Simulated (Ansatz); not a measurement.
The starting structures come from a database of crystals and need not be the phases stable at ambient conditions.

By PBEsol, the system below comes out a metal.

Without scattering a metal conducts by its projected Fermi surface.

Input:

```yaml
crystal:
  lattice:
    - [3.19860, 0.00000, 0.00000]
    - [-1.59930, 4.15799, 0.00000]
    - [1.59930, 0.00000, 4.03325]
  atoms:
    - { symbol: Sn, position: [0.75000, 0.50000, 0.50000] }
    - { symbol: Sn, position: [0.00000, 0.00000, 0.00000] }
```

Space group of this cell: Fddd. The cell is strained (lengths along the current scaled by 0.97, ions clamped).

The current flows along the normal of the first two printed cell vectors. No spin-orbit coupling; the value is a mean over 0.1 eV about the Fermi level.

Q: Compute, with PBEsol in Ansatz (a quantum-chemistry and plane-wave program), the ballistic conductance per area.

A: 0.95 × 10¹⁵ S/m² for both spins.
